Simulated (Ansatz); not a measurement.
Co (model structure, started from the simple cubic type, Pm-3m, No. 221, 1 atom in the cell) was calculated with LDA (plane waves, PAW; Ansatz, a first-principles code).

Settings: plane-wave cutoff 520 eV, 24×24×24 k mesh, Fermi–Dirac smearing 0.05 eV, spin-polarised with parallel moments, scalar-relativistic PAW data made under PBE.

Cell (relaxed at this level):

```yaml
crystal:
  lattice:
    - [2.25678, 0.00000, 0.00000]
    - [0.00000, 2.25678, 0.00000]
    - [0.00000, 0.00000, 2.25678]
  atoms:
    - { symbol: Co, position: [0.00000, 0.00000, 0.00000], spin: 3.0 }
```

Q: Give the computed bulk modulus B0.

A: 
- bulk modulus B0: 189 GPa

The run finds no gap.

Note: the magnetic order was assumed, not searched for or taken from measurement; the bulk modulus is −V dP/dV from two relaxed cells at ±2 % in volume; the relaxation could raise the start's symmetry but not lower it, so the cell can be a saddle point.

Spins in the cell block are starting values.

The computed numbers hold no vibrational or temperature effects.

A model structure was made by putting elements into a prototype or built by hand; it is no filed structure, need not be a known phase, and can be a saddle point held by its symmetry.
